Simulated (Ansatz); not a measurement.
Take MgO in the rock salt structure (space group Fm-3m, No. 225) as the base.

```
CELL_PARAMETERS angstrom
      0.00000     2.10221     2.10221
      2.10221     0.00000     2.10221
      2.10221     2.10221     0.00000
ATOMIC_POSITIONS crystal
  Mg 0.00000 0.00000 0.00000
  O  0.50000 0.50000 0.50000
```

Cartesian axes are those of the cell as printed.

Method: r2SCAN (Ansatz, a quantum-chemistry and plane-wave program; PAW; 500 eV plane waves; no SOC).

Base values:

The electron mass comes out as 0.36 mₑ (at Γ). The valence-band top at Γ is 0.00, 0.00, 0.00 eV.

It is then changed as follows: biaxial strain −2.00 %, plane normal [001], relaxed out of plane (Cartesian); in-plane vectors clamped, the third vector and the atoms free.

Predict the new electron mass.

The electron mass changes from 0.36 mₑ (at Γ) to 0.35 mₑ out of plane, 0.38 mₑ in plane (at Γ).

Predict the new energy relative to the base.

The energy grows by 8.7 meV/atom.

Predict the new in-plane stress.

The mean in-plane stress (compression positive) amounts to +7.9 GPa.

Predict the new valence-band top at Γ.

The valence-band top at Γ (three highest levels, from the VBM) goes from 0.00, 0.00, 0.00 eV to 0.00, -0.06, -0.06 eV.

The levels and masses belong to the bands next to the band gap. Effective masses come from finite differences of ±0.01 Å⁻¹. Stability against distortions was not tested.
